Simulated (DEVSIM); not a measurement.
System: abrupt Ge p-n junction, at 300 K.

Layer 1 from the left is Ge, thickness (μm) 6.00, Na (cm⁻³) 1e16, τn (s) 0.00082, τp (s) 0.00082. Layer 2 from the left is Ge, thickness (μm) 11.0, Nd (cm⁻³) 3.4e16, τn (s) 0.00082, τp (s) 0.00082.

Left contact: ohmic. Right contact: ohmic. Voltage is applied to the left contact. Recombination: SRH at mid-gap, radiative. Mobility is μmin + (μ − μmin)/(1 + (N/Nref)^α).

The device is made up for the run: typed textbook-type constants, with dimensions and the other settings drawn at random. Values at 300 K.

Ge: gap (eV) 0.664, affinity (eV) 4, permittivity 16, Nc (cm⁻³) 1.04e19, Nv (cm⁻³) 6e18, μn (cm²/Vs) 3900, μp (cm²/Vs) 1900, μn,min 150, μp,min 100, Nref,n 2.6e17, Nref,p 4e17, αn 0.56, αp 0.6, B (cm³/s) 6.4e-14.

Simulated with DEVSIM: 1D drift-diffusion, Boltzmann statistics, complete ionisation; no tunnelling, impact ionisation, image-force lowering or self-heating.

Dark forward current:

| |V| (V) | |J| (A/cm²) |
|---|---|
| 0.05 | 0.006674 |
| 0.10 | 0.05267 |
| 0.15 | 0.3691 |
| 0.20 | 2.524 |
| 0.25 | 16.34 |
| 0.30 | 84.85 |
| 0.35 | 288.3 |
| 0.40 | 675.1 |
| 0.45 | 1259 |
| 0.50 | 2044 |

### Question
Work out the local ideality factor n = ΔV / (kT/q · ln(J2/J1)) between the rows 0.15 and 0.20 V, 0.45 and 0.50 V.

### Answer
kT/q = 25.85 mV. From 0.15 to 0.20 V: ln(2.524/0.3691) = 1.923, n = 1.01, near the 1 of diffusion or emission over a barrier. From 0.45 to 0.50 V: ln(2044/1259) = 0.485, n = 3.99.

### Question
Estimate the current at 0.20 V from the Shockley equation with J0 = Σ q ni² D/(N L) coth(W/L), τ joining the SRH, radiative and Auger lifetimes that are on, and W taken as the whole layer.

### Answer
ni² = 4.36e26 cm⁻⁶; electrons in the p layer: μ = 3380 cm²/Vs, D = 87.4 cm²/s, τ = 0.000538 s, L = 2170 μm, W/L = 0.0028, term 0.00102 A/cm²; holes in the n layer: μ = 1570 cm²/Vs, D = 40.5 cm²/s, τ = 0.000295 s, L = 1090 μm, W/L = 0.010, term 7.56e-5 A/cm². J0 = 0.00109 A/cm², and J = J0 exp(qV/kT) = 2.50 A/cm². The simulation gives 2.52 A/cm², the same within the digits that matter. The estimate leaves out recombination in the depletion region and that region's share of W.
